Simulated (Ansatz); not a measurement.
Start from Tl in the hcp (Mg type) structure (space group P6_3/mmc, No. 194; a = 3.476 Å, c = 5.472 Å; relaxed with 0.1 eV smearing).

Calculations: PBEsol (Ansatz, a program for electronic structure), without spin-orbit coupling.

Base values:

The pressure is 0.0 GPa.

Modification: every lattice vector is shortened by 3.00 %, atoms relaxed at fixed cell.

Task: How does this affect the pressure and energy relative to the base?

Result: The pressure (mean of the normal stresses, compression positive) goes from zero to 4.2 GPa; the energy grows by 30 meV/atom.

The cells carry an imposed strain or load. Whether these cells are dynamically stable was not tested.
